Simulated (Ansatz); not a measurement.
**RuSi (R-3m): band-structure transport figures**

```yaml
crystal:
  lattice:
    - [2.90902, -0.00610, -0.00610]
    - [-0.00610, 2.90902, -0.00610]
    - [-0.00610, -0.00610, 2.90902]
  atoms:
    - { symbol: Si, position: [0.50000, 0.50000, 0.50000] }
    - { symbol: Ru, position: [0.00000, 0.00000, 0.00000] }
```

Method: PBEsol, rigid bands (plane waves, PAW, scalar-relativistic; Ansatz, a first-principles code). Condition of this run: uniaxial stress along [111] of 1 GPa (compression positive) (the target of the relaxation). Geometry: cell and atoms relaxed with PBEsol, then loaded as said.

```
Quantity                                                          Result
------------------------------------  ----------------------------------
density of states at the Fermi level  0.255 states/(eV·cell), both spins
bare Sommerfeld coefficient                    0.30 mJ/(mol of atoms·K²)
Drude plasma energy                                               5.8 eV
root-mean-square Fermi velocity                                1.1e6 m/s
resistivity times τ                                    14.7 ×10⁻²² Ω·m·s
```

A metal at this level (no band gap); rigid bands, thermally averaged at 300 K, both spins. Spin-orbit coupling is left out. τ is one relaxation time for all states.

Computed structure, not matched to a measured one here, so possibly hypothetical: RuSi (R-3m).
